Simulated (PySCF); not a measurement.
PySCF 2.14.0, TPSSH/def2-svp, df: Si(All)(H)2(OMe) (C=CC[SiH2]OC), 16 atoms. The geometry is a generated start, not checked to be a minimum at this level.

```json
{
  "task": "energy",
  "method": "tpssh",
  "basis": "def2-svp",
  "two_electron_scheme": "density fitting",
  "mol.max_memory": "3000 MB",
  "mf.max_cycle": "100",
  "mf.init_guess": "minao (default)",
  "mf.DIIS": "CDIIS (default)",
  "mf.diis_space": "8 (default)",
  "mf.conv_tol": "1e-09 (default)",
  "mf.grids.level": "3 (default)",
  "basis_functions": "138",
  "grid_points": "187816"
}
```

```xyz
16

Si    -0.5591     0.4912    -0.0977
C      0.8966    -0.7111    -0.2449
C      2.1528     0.0443    -0.4853
C      3.1487     0.1505     0.3758
O     -1.8235    -0.5117     0.0757
C     -3.1673    -0.1674     0.2155
H     -0.7134     1.3251    -1.2971
H     -0.4138     1.3862     1.0562
H      0.7129    -1.3977    -1.0717
H      0.9919    -1.3082     0.6619
H      2.2050     0.5580    -1.4382
H      3.1227    -0.3463     1.3320
H      4.0278     0.7358     0.1587
H     -3.7487    -1.0874     0.2831
H     -3.3228     0.4249     1.1198
H     -3.5097     0.4137    -0.6437
```

One run each on 2 threads, 1 BLAS thread. Values of level_shift (Hartree) tried: 0 (default), 0.1, 0.3, 1.

Which value of level_shift (Hartree) needs the fewest Fock builds, and what happens away from it?

Fewest Fock builds, within one of each other: 0 (default) with 12, 0.1 with 12. The count rises to 31 at 1. All converge to one solution.

| level_shift (Hartree) | Fock builds | end |
|---|---|---|
| 0 (default) | 12 | same solution |
| 0.1 | 12 | same solution |
| 0.3 | 14 | same solution |
| 1 | 31 | same solution |
